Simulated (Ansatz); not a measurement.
Input:

```
CELL_PARAMETERS angstrom
      6.34070     0.00000     0.00000
      0.00000     6.34070     0.00000
      0.00000     0.00000     6.34070
ATOMIC_POSITIONS crystal
  Cs 0.00000 0.00000 0.00000
  Sn 0.50000 0.50000 0.50000
  I  0.00000 0.50000 0.50000
  I  0.50000 0.50000 0.00000
  I  0.50000 0.00000 0.50000
```

No spin polarisation.

The values are results of Ansatz (a quantum-chemistry and plane-wave program) PBEsol, no spin-orbit coupling, not measurements. Γ-centred 8×8×8 mesh, Fermi–Dirac width 0.05 eV.

Task: What electron mass (degenerate bands, along [100]) does the calculation give?

Result: 0.041, 0.74, 0.74 mₑ (at R).

Task: Predict the width of the top valence band.

Result: 1.82 eV.

Task: What is the computed space group?

Result: Pm-3m (No. 221).

With I present, leaving out spin-orbit coupling can change the band edges. The levels and masses belong to the bands next to the band gap. The cells carry an imposed strain or load. Masses are band curvatures over ±0.01 Å⁻¹ around the edge. No phonon test of stability was made. The cell was made from CsSnI₃ in the cubic perovskite structure (space group Pm-3m, No. 221) by this change: isotropic strain +3.43 %. Many cubic perovskites are stable only at high temperature; tilts and polar distortions were not tested.
